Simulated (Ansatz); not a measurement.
# Pressure series in Au

The parent structure is Au in the fcc (Cu type) structure (space group Fm-3m, No. 225).

Space group Fm-3m (No. 225); a = b = c = 4.1241 Å, α = β = γ = 90.00°

```csv
atom,site,symmetry,x,y,z
Au,4a,m-3m,0.0000,0.0000,0.0000
```
(The calculation used a cell of 1 atom; values per cell refer to that cell.)

Cell and atoms are relaxed at each pressure.

Calculations: Ansatz (a first-principles code), r2SCAN, PAW, cutoff 500 eV, no SOC.

Notes on the quantities. enthalpy: H = E + PV relative to the base's energy.

| change | lattice parameter a | enthalpy |
|---|---|---|
| base | 4.124 Å | – |
| pressure −2 GPa | 4.143 Å | -0.22 eV/atom |
| pressure −1 GPa | 4.133 Å | -0.11 eV/atom |
| pressure 0.9 GPa | 4.116 Å | +0.10 eV/atom |
| pressure 2.1 GPa | 4.106 Å | +0.23 eV/atom |
| pressure 4.5 GPa | 4.087 Å | +0.49 eV/atom |
| pressure 9 GPa | 4.054 Å | +0.96 eV/atom |
| pressure 15 GPa | 4.018 Å | +1.57 eV/atom |
| pressure 22.5 GPa | 3.979 Å | +2.32 eV/atom |
| pressure 30 GPa | 3.945 Å | +3.05 eV/atom |

Load acts through the strain it causes; cell and atoms are relaxed under it. Stability against distortions was not tested. No other phases were tried under pressure.
